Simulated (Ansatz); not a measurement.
Results of PBEsol (Ansatz, an electronic-structure program, PAW) for ScB2 (model structure, started from the MoSi2 type, I4/mmm, No. 139, 3 atoms in the cell).

Run with plane-wave cutoff 520 eV, 24×24×24 k mesh, Fermi–Dirac smearing 0.05 eV, scalar-relativistic PAW data made under PBE.

Cell (relaxed at this level):

Space group I4/mmm (No. 139); a = b = 2.6602 Å, c = 8.5511 Å, α = β = γ = 90.00°

| atom | site | symmetry | x | y | z |
|---|---|---|---|---|---|
| Sc | 2a | 4/mmm | 0.0000 | 0.0000 | 0.0000 |
| B | 4e | 4mm | 0.0000 | 0.0000 | 0.2883 |
(The calculation used a cell of 3 atoms; values per cell refer to that cell.)

Q: Predict the bulk modulus.

A: 
bulk modulus: 150 GPa

The run finds no gap.

Note: the bulk modulus is −V dP/dV from two relaxed cells at ±2 % in volume; the relaxation could raise the start's symmetry but not lower it, so the cell can be a saddle point.

Static lattice: no zero-point or thermal effects.

It cost around 13 core-minutes (rough) of CPU time.

A model structure was made by putting elements into a prototype or built by hand; it is no filed structure, need not be a known phase, and can be a saddle point held by its symmetry.
